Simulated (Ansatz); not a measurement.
# Ru, response to strain

The reference is Ru in the hcp (Mg type) structure (space group P6_3/mmc, No. 194; a = 2.704 Å, c = 4.263 Å; relaxed with 0.1 eV smearing). Axes: x lies along a and z along c of the hexagonal cell.

Strains are applied to the cell and any free atomic positions relax.

Computed with Ansatz (an electronic-structure program), r2SCAN, PAW, cutoff 500 eV, no spin-orbit coupling.

Notes on the quantities. energy relative to the base: free energy F; pressure: mean of the normal stresses, compression positive.

```tsv
variant	energy relative to the base	pressure	shortest interatomic distance
base	0 meV/atom	0.0 GPa	2.642 Å
uniaxial strain ε_xx = −3.00 %	+25 meV/atom	11.1 GPa	2.623 Å
uniaxial strain ε_xx = −2.50 %	+17 meV/atom	9.1 GPa	2.628 Å
uniaxial strain ε_xx = −2.00 %	+11 meV/atom	7.1 GPa	2.631 Å
uniaxial strain ε_xx = −1.50 %	+6.0 meV/atom	5.2 GPa	2.634 Å
uniaxial strain ε_xx = −1.00 %	+2.6 meV/atom	3.4 GPa	2.636 Å
uniaxial strain ε_xx = −0.50 %	+0.6 meV/atom	1.7 GPa	2.639 Å
```

Whether these cells are dynamically stable was not tested. All final runs are without spin polarisation.
